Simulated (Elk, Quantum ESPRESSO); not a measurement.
## Equation of state of fluorite-structure PbF2 (space group 225): energy against volume (Elk, LDA)

```xyz
3
Lattice="0.0000 2.8545 2.8545 2.8545 0.0000 2.8545 2.8545 2.8545 0.0000" Properties=species:S:1:pos:R:3 pbc="T T T"
Pb     0.0000     0.0000     0.0000
F      1.4272     1.4272     1.4272
F      4.2817     4.2817     4.2817
```

Method: LDA (PW92), all-electron FP-LAPW, Elk's shipped species files, APW+lo basis with extra local orbitals (Elk). Settings: xctype = 3; rgkmax = 8.55; stype = 3; swidth = 0.000367493 Ha; ngridk = 10 10 10; tforce = true; gmaxvr = 18 1/bohr; lmaxapw = 10; lmaxo = 8; nxlo = 2; lorbcnd = true; lradstp = 2; nrmtscf = 2; rmtscf = 0.91; lmaxi = 4; sphere radii = {Pb: 2.548, F: 1.82} bohr. The cell above is the first row's. The rows scale it uniformly. In all rows fractional positions and the k mesh are held. E is the free energy at the stated smearing, counted from the lowest row.

| V (Å^3/atom) | E (meV/atom) |
|---|---|
| 15.506 | ? |
| 15.843 | 5.92 |
| 16.180 | 0.84 |
| 16.517 | 0.00 |
| 16.854 | 2.69 |
| 17.191 | 8.81 |
| 17.528 | 17.58 |
| 17.865 | 28.96 |
| 18.202 | 42.53 |

The 8 complete rows are fitted with the third-order Birch-Murnaghan form, a cubic in V^(-2/3), E against V. With u = V^(-2/3) - 0.151, the rows have u = 0.007529, 0.005320, 0.003186, 0.001124, -0.000871, -0.002801, -0.004671, -0.006482. Least squares gives E = 5.731 - 3116.54·u + 405191·u² + 1591645·u³. Residuals (row less fit): 0.006, -0.019, 0.034, -0.052, 0.058, -0.024, -0.007, 0.006; standard error 0.046 (degrees of freedom: 4). Its minimum lies at u = 0.003762, so V0 = (0.154762)^(-3/2) = 16.42. There d²E/du² = 846300 and d³E/du³ = 9550000, so B0 = (4/9) × 16.42^(-7/3) × 846300 × 0.160218 = 87.9 GPa (the last factor turns the table's units into GPa), and B0' = 4 + (2/3) × 0.154762 × (9550000)/846300 = 5.2.

### Question
Estimate the missing E (V = 15.506); what did the run itself give?

### Answer
u = 0.009818, so E = 5.731 - 3116.54 × 0.009818 + 405191 × 0.009818² + 1591645 × 0.009818³ = 15.697 meV/atom. The calculation gives 15.29 meV/atom, 0.407 meV/atom below the prediction (1.0 % of the range of E in the table). The row lies outside the fitted rows, so this is an extrapolation. From the scatter of the fitted rows alone, a prediction at this place has a standard error of 0.135 meV/atom, so the miss is 3.0 times that.

Carrying the step between the two nearest rows on in a straight line would have given 11.00, off by 4.29; series whose last step already gives the withheld value aren't shown. The scan was laid around a cell of about the measured size, scaled by a guess for this functional. This is the high-temperature polymorph. The runs keep the symmetry of the cell, so they don't test it for distortions. A plane-wave scan with the same functional (Quantum ESPRESSO, GBRV) gives V0 = 16.32 Å^3/atom and B0 = 87.8 GPa; a Birch-Murnaghan fit to all rows here lies 0.6 % from it in V0 and -1 % in B0; the two differ in basis, and may differ in potentials and mesh. Values depend on the basis (sphere radii, cutoffs, local orbitals), which need not be converged. Spin-orbit coupling is off. Sphere radii are the same in all rows. Cutoffs and mesh are single choices, not tested for convergence of this quantity. Series with a scatter that would blur these digits, or in which a gap closes, are not shown. Nor are scans whose minimum lies at an end fitted in this form.
